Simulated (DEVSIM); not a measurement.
Device: Mo/SiO2/p-Si capacitor, at 250 K.

Layer 1 from the left is SiO2, thickness (nm) 3.70. Layer 2 from the left is Si, thickness (nm) 2300, Na (cm⁻³) 6e16.

Metal gate on the left, work function 4.6 eV. Fixed charge at the semiconductor interface 0 cm⁻² (in units of +e); interface traps 5.3e10 cm⁻² eV⁻¹, uniform in energy, neutral level at 0.5 of the gap above the valence band.

Constants are typed, rounded textbook-type inputs, not results; the design itself was drawn at random and stands for no fabricated device. Values at 300 K; Nc and Nv go as T^1.5, mobilities as T to minus their exponent, the gap by Varshni's rule with the affinity fixed.

SiO2: gap (eV) 9, affinity (eV) 0.9, permittivity 3.9. Si: gap (eV) 1.124, affinity (eV) 4.05, permittivity 11.7, Nc (cm⁻³) 2.86e19, Nv (cm⁻³) 3.1e19, Varshni α (eV/K) 0.000473, Varshni β (K) 636.

Model (solved in DEVSIM): 1D Poisson equation in equilibrium, Boltzmann statistics, complete ionisation; no quantum confinement or tunnelling. Metal contacts follow the ideal Schottky-Mott rule: no Fermi-level pinning, no interface dipoles.

Q: What does the simulation give for the flat-band voltage, the minimum of the low-frequency capacitance?

A: flat-band voltage -0.46 V; minimum of the low-frequency capacitance 0.0840 μF/cm².
